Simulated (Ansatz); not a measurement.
Take TiC in the rock salt structure (space group Fm-3m, No. 225; a = 4.293 Å; relaxed with 0.1 eV smearing) as the base. Axes: x, y, z lie along the cube axes.

Method: plane-wave PAW DFT at the PBEsol level (Ansatz, a program for electronic structure, 420 eV), no spin-orbit coupling.

Before the change:

The shortest interatomic distance is 2.147 Å.

It is then changed as follows: the symmetric strain tensor [-0.0127 0.0085 0.0072; 0.0085 -0.0107 -0.0023; 0.0072 -0.0023 -0.0164]; the atoms relax in the strained cell.

**Question.** What does the calculation give for the shortest interatomic distance, energy relative to the base and stress after the change?

**Answer.** The shortest interatomic distance decreases by 0.035 Å to 2.112 Å; the energy goes up by 17 meV/atom; the stress (xx, yy, zz, yz, xz, xy; compression positive) comes out as (11.4, 10.3, 13.3, 0.7, -2.6, -3.1) GPa.

Stability against distortions was not tested. The base started in Pnma and relaxed to Fm-3m at this level. All final runs are without spin polarisation.
